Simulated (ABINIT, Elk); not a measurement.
An ABINIT input for a self-consistent single point of NbC (P6_3/mmc, 4 atoms in the cell) (DFT, LDA (PW92), plane waves, norm-conserving pseudopotentials (PseudoDojo nc-sr-04 LDA standard)):

```
# NbC, PseudoDojo nc-sr-04 LDA standard
pp_dirpath "./"
pseudos "Nb.upf, C.upf"
acell 3*1.0
rprim
         6.9711493801    0.0000003033    0.0000000000
        -3.4855749527    6.0371923051    0.0000000000
         0.0000000000    0.0000000000    8.3902743892
natom 4
ntypat 2
znucl 41 6
typat 1 1 2 2
xred
         0.3333333333    0.6666666667    0.2500000000
         0.6666666667    0.3333333333    0.7500000000
         0.3333333333    0.6666666667    0.7500000000
         0.6666666667    0.3333333333    0.2500000000
ecut 41 Ha
occopt 3
tsmear 0.136 eV
nband 23
kptopt 1
ngkpt 8 8 6
nshiftk 1
shiftk 0 0 0
nstep 80
tolvrs 1.0e-11
prtwf 0
prtden 0
prtvol 1
```

Task: Give the Elk input for the same structure, mesh, smearing and functional.

Result: This is the input that was run; spellings and numerical settings could be chosen otherwise.

```
tasks
  0

xctype
  3

rgkmax
  7.5

gmaxvr
  14.0

nxlo
  2

lorbcnd
  .true.

rmtscf
  0.85

lmaxi
  3

stype
  3

swidth
  0.00499791

scale
  1.889726125

avec
    3.6889733857    0.0000001605    0.0000000000
   -1.8444868319    3.1947445857    0.0000000000
    0.0000000000    0.0000000000    4.4399420000

atoms
  2   : nspecies
  'Nb.in'   : spfname
  2   : natoms; atposl, bfcmt below
  0.3333333333  0.6666666667  0.2500000000    0.0 0.0 0.0
  0.6666666667  0.3333333333  0.7500000000    0.0 0.0 0.0
  'C.in'   : spfname
  2   : natoms; atposl, bfcmt below
  0.3333333333  0.6666666667  0.7500000000    0.0 0.0 0.0
  0.6666666667  0.3333333333  0.2500000000    0.0 0.0 0.0

ngridk
  8 8 6
```

Basis settings and potentials, where a program has them, do not carry over. This input uses DFT, LDA (PW92), all-electron FP-LAPW, Elk's shipped species files, APW+lo basis with extra local orbitals. LDA parametrisations can differ slightly between programs.

The starting cell comes from a database of computed structures (which also holds hypothetical and non-ambient phases and stackings), without a prior relaxation at this level. Its lattice was rescaled by a random factor within 2.5 % of one.
